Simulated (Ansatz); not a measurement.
System: InAlSb2 (P-4m2, No. 115, 4 atoms in the cell; start mp-1228890). Method: HSE06 in Ansatz (plane waves, PAW).

Run with plane-wave cutoff 460 eV, 6×6×4 k mesh (along the axes of the cell as run), Fermi–Dirac smearing 0.01 eV, scalar-relativistic PAW data made under PBE.

Cell (relaxed with PBEsol):

```
AlInSb2
1.0
    4.47772     0.00000     0.00000
    0.00000     4.47772     0.00000
    0.00000     0.00000     6.33100
Al In Sb
1 1 2
Cartesian
  0.00000   0.00000   0.00000
  2.23886   2.23886   3.16550
  0.00000   2.23886   1.47813
  2.23886   0.00000   4.85286
```

Question: What does this level give for the band gap?

Answer: 
band gap: 1.27 eV (on the SCF k mesh)

Note: cell and atoms aren't relaxed at this level (largest force component 0.02 eV/Å, pressure 0.5 GPa).

Spin–orbit coupling is not included; with these elements it can move the gap by several tenths of an eV or more.

A start named mp-… is a Materials Project structure, which need not be a measured phase.

Ansatz is an electronic-structure program.
